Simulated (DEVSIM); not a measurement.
Device: abrupt Ge n-p junction, at 350 K.

```tsv
layer (left to right)	material	thickness (μm)	Nd (cm⁻³)	Na (cm⁻³)	τn (s)	τp (s)
1	Ge	0.320	4.1e18	-	1.6e-6	1.6e-6
2	Ge	300	-	1.5e16	1.6e-6	1.6e-6
```

Left contact: ohmic. Right contact: ohmic. Voltage is applied to the left contact. Recombination: SRH at mid-gap, radiative, Auger. Mobility is constant in doping.

Constants are typed, rounded textbook-type inputs, not results; the design itself was drawn at random and stands for no fabricated device. Values at 300 K; Nc and Nv go as T^1.5, mobilities as T to minus their exponent, the gap by Varshni's rule with the affinity fixed.

| parameter | Ge |
|---|---|
| gap (eV) | 0.664 |
| affinity (eV) | 4 |
| permittivity | 16 |
| Nc (cm⁻³) | 1.04e19 |
| Nv (cm⁻³) | 6e18 |
| μn (cm²/Vs) | 3900 |
| μp (cm²/Vs) | 1900 |
| T exponent of μn | 1.66 |
| T exponent of μp | 2.33 |
| B (cm³/s) | 6.4e-14 |
| Cn (cm⁶/s) | 1e-31 |
| Cp (cm⁶/s) | 1e-31 |
| Varshni α (eV/K) | 0.000477 |
| Varshni β (K) | 235 |

Model (solved in DEVSIM): 1D drift-diffusion, Boltzmann statistics, complete ionisation; no tunnelling, impact ionisation, image-force lowering or self-heating.

The thickness of layer 1 was swept, all else fixed.

```
thickness of layer 1 (μm)  dark forward voltage at 100 A/cm² (V)  dark forward voltage at 1 A/cm² (V)
-------------------------  -------------------------------------  -----------------------------------
0.064                                                        ___                                  ___
0.11                                                       0.618                                0.143
0.19                                                       0.586                                0.151
0.32                                                       0.560                                0.159
0.54                                                       0.539                                0.164
0.96                                                       0.521                                0.167
1.6                                                        0.507                                0.169
```

Question: Fill in the missing entries.

Answer: 
- 0.064, dark forward voltage at 100 A/cm² (V): 0.657
- 0.064, dark forward voltage at 1 A/cm² (V): 0.133
